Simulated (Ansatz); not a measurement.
AlB2-type ZrB₂ was calculated with revPBE (Ansatz, an electronic-structure program, PAW).

Run with plane-wave cutoff 520 eV, 24×24×16 k mesh (along the axes of the cell as run), Fermi–Dirac smearing 0.05 eV, scalar-relativistic PAW data made under PBE.

Shape and atoms are relaxed at each volume.

Pressure at four volumes; x = ln(V/10.399 Å³). One pressure is withheld.

| V (Å³/atom) | x | P (GPa) |
|---|---|---|
| 9.983 | -0.0408 | ? |
| 10.191 | -0.0202 | 4.86 |
| 10.399 | 0.0000 | 0.00 |
| 10.815 | 0.0392 | -8.38 |

### Question
Pass a parabola P(x) through the three rows shown, estimate the bulk modulus and its pressure derivative near zero pressure, and predict the withheld pressure.

### Answer
Slopes between the rows: (0.00 − (4.86))/(0.0000 − (-0.0202)) = -240.59 and (-8.38 − (0.00))/(0.0392 − (0.0000)) = -213.78 GPa. Their difference over the span 0.0594 is c = 26.81/0.0594 = 451.3 GPa, so P(x) = 4.86 + (-240.59)(x − (-0.0202)) + 451.3 (x − (-0.0202))(x − (0.0000)). At the middle row B = −dP/dx = −[-240.59 + 451.3 × 0.0202] = 231.5 GPa, and B′ = dB/dP = 2c/B = 3.9. At x = -0.0408 the parabola gives 10.20 GPa; the run gives 10.22 GPa. The Birch–Murnaghan fit to the energies at all volumes has B0 = 231 GPa and B′ = 4.0.

Note: the bulk modulus comes from volumes at which shape and atoms were relaxed.
